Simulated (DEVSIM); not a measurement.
System: Schottky contact on p-type GaAs, at 300 K.

```csv
layer (left to right),material,thickness (μm),Na (cm⁻³),τn (s),τp (s)
1,GaAs,0.920,1.7e16,8.8e-8,8.8e-8
```

Left contact: Schottky, work function 4.454 eV, emission velocity 2.5e6 cm/s. Right contact: ohmic. Voltage is applied to the left contact. Recombination: SRH at mid-gap, radiative. Mobility is constant in doping.

The device is made up for the run: typed textbook-type constants, with dimensions and the other settings drawn at random. Values at 300 K.

```
parameter        GaAs
-------------  ------
gap (eV)        1.424
affinity (eV)    4.07
permittivity     12.9
Nc (cm⁻³)      4.7e17
Nv (cm⁻³)        9e18
μn (cm²/Vs)      8500
μp (cm²/Vs)       400
B (cm³/s)       2e-10
```

Simulated with DEVSIM: 1D drift-diffusion, Boltzmann statistics, complete ionisation; no tunnelling, impact ionisation, image-force lowering or self-heating. Metal contacts follow the ideal Schottky-Mott rule: no Fermi-level pinning, no interface dipoles.

Problem. Give the small-signal capacitance in reverse bias (quasi-static).

Solution. 
```json
[
 {"V (V)": "0.1", "C (nF/cm²)": "40.4"},
 {"V (V)": "0.25", "C (nF/cm²)": "37.6"},
 {"V (V)": "0.5", "C (nF/cm²)": "33.9"},
 {"V (V)": "0.75", "C (nF/cm²)": "31.2"},
 {"V (V)": "1", "C (nF/cm²)": "29.0"},
 {"V (V)": "1.5", "C (nF/cm²)": "25.7"},
 {"V (V)": "2", "C (nF/cm²)": "23.4"},
 {"V (V)": "2.5", "C (nF/cm²)": "21.5"},
 {"V (V)": "3.25", "C (nF/cm²)": "19.5"},
 {"V (V)": "4", "C (nF/cm²)": "17.9"},
 {"V (V)": "5", "C (nF/cm²)": "16.3"}
]
```
